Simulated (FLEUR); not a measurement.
# A series of runs on CoGa (Pm-3m, 2 atoms in the cell)

```
CoGa
1.0
    2.92262     0.00000     0.00000
    0.00000     2.92262     0.00000
    0.00000     0.00000     2.92262
Ga Co
1 1
Direct
  0.50000   0.50000   0.50000
  0.00000   0.00000   0.00000
```

Base run A: FLEUR with PBE, all-electron FLAPW (FLEUR), scalar-relativistic valence, self-consistent single point.

Its settings: Kmax = 3.5 1/bohr; GmaxXC = 14 1/bohr; xcFunctional = pbe; jspins = 1; l_soc = F; mode = gauss; fermiSmearingEnergy = 0.00734986 Htr; mesh (inpgen div1-3) = 15 15 15; inpgen gamma flag = false; Gmax = 14 1/bohr; numbands = 0; maxIterBroyd = 40; imix = Anderson; alpha = 0.05; precondParam = 0; minDistance = 1e-05 me/bohr^3; ctail = T; kcrel = 0; coretail_lmax = 0; theta = 0.

The starting cell has typed, rounded lattice constants, without a prior relaxation at this level. Its lattice was rescaled by a random factor within 2.5 % of one. Spin polarisation is off. Values depend on the basis (sphere radii, cutoffs, local orbitals), which need not be converged.

ΔE is the total energy (no entropy term) per atom less that of run A. 

Run A gave: k-points 120.

Runs:
- B: fermiSmearingEnergy: 0.00734986 Htr → 0.00110248 Htr; kpt_div: 15 15 15 → 11 11 11
- C: fermiSmearingEnergy: 0.00734986 Htr → 0.00367493 Htr; kpt_div: 15 15 15 → 11 11 11
- D: fermiSmearingEnergy: 0.00734986 Htr → 0.0110248 Htr; kpt_div: 15 15 15 → 11 11 11
- E: fermiSmearingEnergy: 0.00734986 Htr → 0.00110248 Htr; kpt_div: 15 15 15 → 12 12 12; kpt_gamma: false → true
- F: fermiSmearingEnergy: 0.00734986 Htr → 0.00367493 Htr; kpt_div: 15 15 15 → 12 12 12; kpt_gamma: false → true
- G: fermiSmearingEnergy: 0.00734986 Htr → 0.0110248 Htr; kpt_div: 15 15 15 → 12 12 12; kpt_gamma: false → true
- H: fermiSmearingEnergy: 0.00734986 Htr → 0.00110248 Htr
- I: fermiSmearingEnergy: 0.00734986 Htr → 0.00367493 Htr
- J: fermiSmearingEnergy: 0.00734986 Htr → 0.0110248 Htr
- K: fermiSmearingEnergy: 0.00734986 Htr → 0.00110248 Htr; kpt_div: 15 15 15 → 18 18 18; kpt_gamma: false → true
- L: fermiSmearingEnergy: 0.00734986 Htr → 0.00367493 Htr; kpt_div: 15 15 15 → 18 18 18; kpt_gamma: false → true
- M: fermiSmearingEnergy: 0.00734986 Htr → 0.0110248 Htr; kpt_div: 15 15 15 → 18 18 18; kpt_gamma: false → true

Problem. What does run J change against A?

Solution. The total energy rises by 7.2 meV/atom.

Problem. What does run M change against A?

Solution. The total energy goes up by 6.6 meV/atom.

```tsv
run	ΔE (meV/atom)	k-points
A	0.00	120
B	-6.8	56
C	-5.0	56
D	6.6	56
E	-7.5	84
F	-6.0	84
G	6.0	84
H	-6.4	120
I	-4.8	120
J	7.2	120
K	-7.1	220
L	-5.2	220
M	6.6	220
```
